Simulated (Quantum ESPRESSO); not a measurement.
A self-consistent single point of LaAl2BRu2 (P1, 6 atoms in the cell) with Quantum ESPRESSO.

Method: PBEsol, GBRV 1.5 ultrasoft (PBESOL) pseudopotentials (plane waves; Quantum ESPRESSO).

The change in words: atoms moved at random. Reference geometry:
```
LaAl2BRu2
1.0
    4.22935     0.00000     0.00000
    0.00000     4.22935     0.00000
    0.00000     0.00000     5.67992
La Al B Ru
1 2 1 2
Cartesian
  0.00000   0.00000   2.83996
  2.11468   2.11468   4.23591
  2.11468   2.11468   1.44401
  0.00000   0.00000   0.00000
  2.11468   0.00000   0.00000
  0.00000   2.11468   0.00000
```

Reference input (self-consistent single point, DFT, PBEsol, plane waves, GBRV 1.5 ultrasoft (PBESOL) pseudopotentials): ecutwfc = 40 Ry; ecutrho = 320 Ry; occupations = smearing; smearing = gaussian; degauss = 0.0036749 Ry; K_POINTS = automatic 5 5 4 0 0 0; conv_thr = 1e-10 Ry; mixing_beta = 0.5. This run's input differs from it in these lines:

```diff
@@ -32,8 +32,8 @@
 ATOMIC_POSITIONS {angstrom}
-La    0.0000000000    0.0000000000    2.8399600000
-Al    2.1146750000    2.1146750000    4.2359139384
-Al    2.1146750000    2.1146750000    1.4440060616
-B     0.0000000000    0.0000000000    0.0000000000
-Ru    2.1146750000    0.0000000000    0.0000000000
-Ru    0.0000000000    2.1146750000    0.0000000000
+La   -0.0580097646    0.0439048824    2.8788504122
+Al    2.1476343245    2.1369213810    4.2288197183
+Al    2.1255994111    2.0845704867    1.4291985102
+B    -0.0094060744   -0.0308065854   -0.0481998011
+Ru    2.0943656613   -0.0065216577    0.0145633149
+Ru    0.0438372128    2.1159564931    0.0166478455
 K_POINTS {automatic}
```

Output, abridged:

```
     Self-consistent Calculation

     iteration #  1     ecut=    40.00 Ry     beta= 0.50

     negative rho (up, down):  2.150E-01 0.000E+00

     total energy              =    -509.07510820 Ry
     estimated scf accuracy    <       3.57135265 Ry

     iteration #  2     ecut=    40.00 Ry     beta= 0.50

     negative rho (up, down):  2.139E-01 0.000E+00

     total energy              =    -509.34654838 Ry
     estimated scf accuracy    <       8.92854099 Ry

     iteration #  3     ecut=    40.00 Ry     beta= 0.50

     negative rho (up, down):  2.111E-01 0.000E+00

     total energy              =    -510.56596448 Ry
     estimated scf accuracy    <       0.29308102 Ry

   [... 11 blocks of this kind left out ...]

     iteration # 15     ecut=    40.00 Ry     beta= 0.50

     negative rho (up, down):  2.030E-01 0.000E+00

     total energy              =    -510.62883016 Ry
     estimated scf accuracy    <          1.2E-09 Ry

     iteration # 16     ecut=    40.00 Ry     beta= 0.50

     negative rho (up, down):  2.030E-01 0.000E+00
     End of self-consistent calculation

     the Fermi energy is    13.1283 ev

!    total energy              =    -510.62883016 Ry
     estimated scf accuracy    <          4.0E-11 Ry
     smearing contrib. (-TS)   =      -0.00014865 Ry
     internal energy E=F+TS    =    -510.62868151 Ry

     convergence has been achieved in  16 iterations

     negative rho (up, down):  2.030E-01 0.000E+00

     Forces acting on atoms (cartesian axes, Ry/au):

     atom    1 type  1   force =     0.01161646   -0.00755735   -0.01820418
     atom    2 type  2   force =    -0.00397308   -0.00551494    0.01078879
     atom    3 type  2   force =     0.00402167    0.00991397    0.00401020
     atom    4 type  3   force =     0.00163509    0.01188009    0.01562603
     atom    5 type  4   force =     0.01060135   -0.00003935   -0.00552411
   [... lines left out ...]
     Total force =     0.045155     Total SCF correction =     0.000014
   [... lines left out ...]

     negative rho (up, down):  2.030E-01 0.000E+00
          total   stress  (Ry/bohr**3)                   (kbar)     P=      -42.73
  -0.00033791  -0.00001005   0.00000832          -49.71       -1.48        1.22
  -0.00001005  -0.00033653   0.00001303           -1.48      -49.50        1.92
   0.00000832   0.00001303  -0.00019693            1.22        1.92      -28.97

   JOB DONE.
```

The run converged in 16 iterations. Against the reference run the free energy goes up by 10.5 meV/atom, the pressure goes from -4.56 to -4.27 GPa and the largest force goes from 0.138 to 0.676 eV/Å.

The starting cell comes from a database of computed structures (which also holds hypothetical and non-ambient phases and stackings), without a prior relaxation at this level. For this run, on top of that: atoms moved at random. Spin polarisation is off. With a pressure of about -4 GPa the cell is away from its equilibrium volume at this level.

Cost on one core of a shared machine: roughly 90 s.
